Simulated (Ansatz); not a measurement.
Structure of amorphous Zr20O41Ag2 (periodic cell):

```xyz
63
Lattice="9.1150 0.0044 0.1309 0.0044 9.3365 0.0325 0.1309 0.0325 9.6302" Properties=species:S:1:pos:R:3 pbc="T T T"
Zr     8.2352     5.3893     5.4490
Zr     3.8235     7.6438     1.6724
Zr     7.8064     3.3782     1.7897
Zr     3.2925     4.6016     0.3746
Zr     8.9008     5.7912     8.9554
Zr     1.0359     3.1627     4.0618
Zr     0.5630     6.6231     2.3497
Zr     2.0413     7.7212     6.6360
Zr     7.4557     8.6114     6.8238
Zr     1.8840     1.1024     1.4314
Zr     4.0006     0.5836     7.8374
Zr     6.4901     3.2552     8.3240
Zr     6.9145     2.2008     5.1584
Zr     0.3700     1.9603     7.4185
Zr     5.1907     1.4599     1.3907
Zr     8.0800     8.9089     0.6070
Zr     6.4891     8.0479     3.3555
Zr     2.7763     4.1198     6.8238
Zr     5.2861     6.4003     7.7372
Zr     3.8842     1.3514     4.5411
O      0.2908     6.4127     6.7636
O      0.3882     7.2674     0.3337
O      2.9957     3.3407     4.9265
O      3.1889     9.1995     5.8141
O      7.4398     1.3871     7.3455
O      5.3734     1.6311     8.9554
O      5.4062     8.4560     7.5513
O      1.8764     4.8465     8.7459
O      6.9542     3.9025     6.3008
O      0.6301     2.7428     2.0221
O      2.5214     5.8391     1.7730
O      1.9538     8.3486     2.3208
O      9.0028     1.8582     5.2961
O      4.4938     4.2484     8.1120
O      5.9300     3.5489     0.8748
O      4.5461     0.0980     3.0256
O      3.4632     6.1040     6.5528
O      3.3209     2.6873     1.2456
O      8.5591     5.1974     1.3512
O      5.5127     2.4297     3.5419
O      8.4732     8.4761     2.5477
O      6.9140     5.3577     8.5039
O      0.6465     0.8766     9.5008
O      7.8101     6.4874     3.7876
O      6.0758     8.4718     1.3601
O      3.5805     0.2031     0.5501
O      0.7645     3.8105     6.3528
O      2.7015     8.3326     8.2655
O      0.9023     5.2808     4.0237
O      4.9137     6.7632     3.1713
O      6.7430     6.7527     6.1612
O      7.7099     7.7975     8.6407
O      0.4037     9.1446     6.6846
O      7.9123     3.6590     3.8662
O      5.0161     1.8166     6.2106
O      2.4698     2.1129     7.6058
O      7.2833     1.4037     1.3899
O      4.4928     6.4556     9.6659
O      8.4832     3.3295     8.9159
O      2.1080     1.4106     3.5004
O      6.8181     0.0451     4.8695
Ag     4.9769     4.6266     3.4497
Ag     0.5586     9.0635     4.3360
```

The numbers are results of PBE, scalar-relativistic without spin-orbit coupling (plane waves to 420 eV, PAW; Ansatz, an electronic-structure program), not measurements.

It comes from a melt-quench run on a machine-learned potential (CHGNet), relaxed afterwards by DFT. O atoms were pushed apart under 1.9 Å during the dynamics, to hinder bonds among them. The hot cell started wider than the set density and was brought back towards it in steps. It is the lowest in DFT energy of 2 quenches. It is a model cell: composition and starting density were chosen by hand, and all elements were melted together. No dispersion term was used. Its density started from a set value of 5.46 and ended at 5.46 g/cm³. Cooling (nominally 380 K/ps over its main leg) ran many orders faster than in experiment, which tends to leave more defects and strain. A cell of this size samples the disorder only roughly. The volume was held where the preparation left it and the shape relaxed, at a PBE pressure of -1.6 GPa (tension). Stress components on the final sampling reach 1.9 GPa. On a 2×2×2 Γ-centred mesh force components of up to 0.13 eV/Å stay, since the relaxation ran on the zone centre alone. Cycles of charging lowered its energy after that relaxation.

Cut-offs for bonds: Zr-Zr 3.41 Å, Zr-O 2.66 Å, Zr-Ag 3.30 Å, O-O 1.58 Å, O-Ag 2.53 Å, Ag-Ag 3.19 Å. Two cations that share two anions don't count as bonded, nor two that share one unless they lie closer than Zr-Zr 3.32 Å, Zr-Ag 3.21 Å, Ag-Ag 3.10 Å.

### Question
Give the coordination numbers, mean bond lengths and angles.

### Answer

- Mean coordination of Zr by anions = 6.45 (2 with 5, 8 with 6, 9 with 7, 1 with 8); 2 close contacts or bonds to cations besides
- Mean coordination of O = 3.29 (1 with 2, 27 with 3, 13 with 4)
- Mean coordination of Ag by anions = 3.00 (1 with 2, 1 with 4); 2 close contacts or bonds to cations besides
- Mean Zr-O bond = 2.171 Å (spread 0.118 Å, 129 counted)
- Mean O-Ag bond = 2.322 Å (spread 0.090 Å, 6 counted)
- Mean Zr-Ag close contact = 3.097 Å (spread 0.049 Å, 2 counted)
- Bond angle at Zr = mean 102.0°, spread 29.6°
- Bond angle at O = mean 112.3°, spread 16.0°
- Bond angle at Ag = mean 106.6°, spread 35.2°

### Question
List the pairs of like atoms that count as bonded by the rules above.

### Answer
There are none by these rules.
